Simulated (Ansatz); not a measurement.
System: Ta2O5 (Pbam, No. 55, 14 atoms in the cell; start mp-1104837). Method: PBEsol in Ansatz (plane waves, PAW).

Settings: plane-wave cutoff 520 eV, 6×10×6 k mesh (along the axes of the cell as run), Fermi–Dirac smearing 0.01 eV, scalar-relativistic PAW data made under PBE.

Cell (relaxed at this level):

Ta$_{2}$O$_{5}$ is taken in the orthorhombic space group Pbam (No. 55), Pearson symbol oP14. Cell: a = 6.1957 Å, b = 7.3256 Å, c = 3.7865 Å, α = β = γ = 90.00°. Ta on 4g is surrounded by 3 O at 1.921 Å and 3 O at 2.026–2.078 Å. O1 on 4h has 2 Ta at 1.921 Å (bent). O2 on 2a is coordinated by 2 Ta at 1.921 Å (linear). O3 on 4g sees 3 Ta at 2.026–2.078 Å (trigonal planar). (Neighbours: up to the widest gap in distance over summed covalent radii, below 1.35, at either atom; cation-cation and far metal-metal contacts left out.)

Q: What does this level give for the band gap and Γ–Γ gap?

A: 
band gap: 2.17 eV
Γ–Γ gap: 3.29 eV

Spin–orbit coupling is not included.

Static lattice: no zero-point or thermal effects.

Computing time: around 2.5 core-minutes (rough).

A start named mp-… is a Materials Project structure, which need not be a measured phase.

Ansatz is an electronic-structure program.
